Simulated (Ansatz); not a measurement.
Results of LDA in Ansatz (plane waves, PAW) for CeSi (Pnma, No. 62).

Numerical settings: plane-wave cutoff 500 eV, 6×10×8 k mesh (along the axes of the cell as run), Fermi–Dirac smearing 0.05 eV, spin-polarised start, scalar-relativistic PAW data made under PBE.

Computed at the level's own relaxed cell.

Problem. What does this level give for the equilibrium volume per atom?

Solution. 
* **equilibrium volume per atom**: 21.80 Å³/atom

The run finds no gap.

Note: the magnetic order was assumed, not searched for or taken from measurement; the 4f shell is treated without U or exact exchange, so its levels and filling can be wrong; the volume lies 11 % below that of the published cell.

Spin–orbit coupling is not included.

The result took roughly 25 core-minutes.

Ansatz is a quantum-chemistry and plane-wave program.
